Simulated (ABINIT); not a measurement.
Worked example: self-consistent single point of CuZn (Pm-3m, 2 atoms in the cell) in ABINIT.

Method: LDA (PW92), PAW (JTH v2.0 LDA PAW) (plane waves; ABINIT 10.0.3).

```yaml
crystal:
  lattice:
    - [2.95000, 0.00000, 0.00000]
    - [0.00000, 2.95000, 0.00000]
    - [0.00000, 0.00000, 2.95000]
  atoms:
    - { symbol: Zn, position: [0.50000, 0.50000, 0.50000] }
    - { symbol: Cu, position: [0.00000, 0.00000, 0.00000] }
```

Reference input (self-consistent single point, DFT, PBE, plane waves, PAW (JTH v2.0 PBE PAW)): pseudos = [Zn.GGA_PBE-JTH.xml, Cu.GGA_PBE-JTH.xml]; ecut = 30 Ha; pawecutdg = 60 Ha; pawxcdev = 0; occopt = 7; tsmear = 0.272 eV; ngkpt = 15 15 15; nshiftk = 1; shiftk = 0 0 0; potentials = JTH v2.0 PBE PAW; nband = 22; kptopt = 1. This run's input differs from it in these lines:

```diff
@@ -1,4 +1,4 @@
-# CuZn, JTH v2.0 PBE PAW
+# CuZn, JTH v2.0 LDA PAW
 pp_dirpath "./"
-pseudos "Zn.GGA_PBE-JTH.xml, Cu.GGA_PBE-JTH.xml"
+pseudos "Zn.LDA_PW-JTH.xml, Cu.LDA_PW-JTH.xml"
 acell 5.5746920676 5.5746920676 5.5746920676
```

Its files differ too (potentials: JTH v2.0 PBE PAW → JTH v2.0 LDA PAW).

The program printed (abridged):

```
--- !BeginCycle
solver: {iscf: 17, nstep: 60, nline: 4, wfoptalg: 10, }
tolerances: {tolvrs: 1.00E-10, }
...

     iter   Etot(hartree)      deltaE(h)  residm     nres2
 ETOT  1  -254.17554447727    -2.542E+02 5.668E+01 9.661E+01
 ETOT  2  -265.81545201117    -1.164E+01 5.387E+00 1.530E+03
 ETOT  3  -263.12864620806     2.687E+00 1.392E+00 1.993E+02
 ETOT  4  -262.53660840806     5.920E-01 1.679E+00 2.589E+01
 ETOT  5  -262.66794327597    -1.313E-01 8.764E-01 7.799E+00
   [... 21 lines left out ...]
 ETOT 27  -262.63223474937    -4.036E-12 1.707E-04 2.684E-09
 ETOT 28  -262.63223474937     2.615E-12 6.521E-04 4.265E-10
 ETOT 29  -262.63223474937    -2.274E-13 1.078E-04 1.843E-10
 ETOT 30  -262.63223474937     1.194E-12 3.817E-04 4.963E-11
 At SCF step   30       nres2   =  4.96E-11 < tolvrs=  1.00E-10 =>converged.

 Cartesian components of stress tensor (hartree/bohr^3)
  sigma(1 1)=  3.65835241E-04  sigma(3 2)=  0.00000000E+00
  sigma(2 2)=  3.65835241E-04  sigma(3 1)=  0.00000000E+00
  sigma(3 3)=  3.65835241E-04  sigma(2 1)=  0.00000000E+00

 ----iterations are completed or convergence reached----

 reduced coordinates (array xred) for    2 atoms
       0.500000000000      0.500000000000      0.500000000000
       0.000000000000      0.000000000000      0.000000000000
 cartesian forces (eV/Angstrom) at end:
    1     -0.00000000000000    -0.00000000000000    -0.00000000000000
    2     -0.00000000000000    -0.00000000000000    -0.00000000000000
 frms,max,avg= 0.0000000E+00 0.0000000E+00   0.000E+00  0.000E+00  0.000E+00 e/A
   [... lines left out ...]
 Fermi (or HOMO) energy (hartree) =   0.34937   Average Vxc (hartree)=  -0.42826
 Fermi (or HOMO) energy (eV) =   9.50676   Average Vxc (eV)= -11.65347
   [... lines left out ...]
'-kT*entropy'       : -6.45738054187396E-04
total_energy        : -2.62632232512778E+02
total_energy_eV     : -7.14658649291397E+03
...

-Cartesian components of stress tensor (GPa)         [Pressure= -1.0763E+01 GPa]
- sigma(1 1)=  1.07632426E+01  sigma(3 2)=  0.00000000E+00
- sigma(2 2)=  1.07632426E+01  sigma(3 1)=  0.00000000E+00
- sigma(3 3)=  1.07632426E+01  sigma(2 1)=  0.00000000E+00

 Calculation completed.
```

The run converged in 30 iterations. Against the reference run the pressure goes from 1.28 to -10.76 GPa.

The starting cell has typed, rounded lattice constants, without a prior relaxation at this level. Spin polarisation is off. With a pressure of about -11 GPa the cell is away from its equilibrium volume at this level.

Cost on one core of a shared machine: roughly 4 min.
